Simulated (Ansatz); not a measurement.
**A short convergence ladder for Cs (C2/m, 1 atom in the cell)**

```xyz
1
Lattice="3.0100 -4.3251 0.0000 3.0100 4.3251 0.0000 -2.5672 0.0000 4.4006" Properties=species:S:1:pos:R:3 pbc="T T T"
Cs    -1.2836     0.0000     2.2003
```

Base method: LDA (PW92), default PAW files made with PBE (plane waves; Ansatz, a program for electronic structure).

Base settings: basis.ecutwfc = 420 eV; kpoints.mp_grid.grid = 8 8 8; hamiltonian.xc = lda; hamiltonian.pseudopotentials = {kind: paw} (the program's default PAW files); scf.occupations.method = gaussian; scf.occupations.width = 0.1 eV.

The count of work is k-points × plane waves × bands × iterations; it is no time. Core times come from one kind of shared machine, to one figure; runs under 30 s give none.

**The size of a vacancy's supercell**

On Cs (C2/m, 2 atoms in the cell), and larger cells.

Steps: 2 x 1 x 1 supercell, one Cs atom taken out, nothing relaxed; 2 x 2 x 1 supercell, one Cs atom taken out, nothing relaxed; and so on, with the mesh thinned in proportion.

Only quantities that move along the ladder and can be compared are tabulated.

```csv
atoms,unrelaxed vacancy energy (eV),count of work / last,core time / last (rough)
2,0.250,0.10,–
4,0.349,0.14,0.1
8,0.394,0.30,0.2
12,0.388,0.72,0.6
18,0.392,1.0,1
```

Smallest size that holds the unrelaxed vacancy energy within 0.05 eV of the last step, with all finer ones: 4, at 0.14 of the last step's count of work and about 0.1 of the last step's time; the step before is off by 0.14 eV.

On the base run: the starting cell comes from a database of computed structures (which also holds hypothetical and non-ambient phases and stackings), without a prior relaxation at this level. Its lattice was rescaled by up to half a per cent.

Left out of this page: 1 run of the series stopped by limits of time or memory.

Keys are those of Ansatz 0.2.
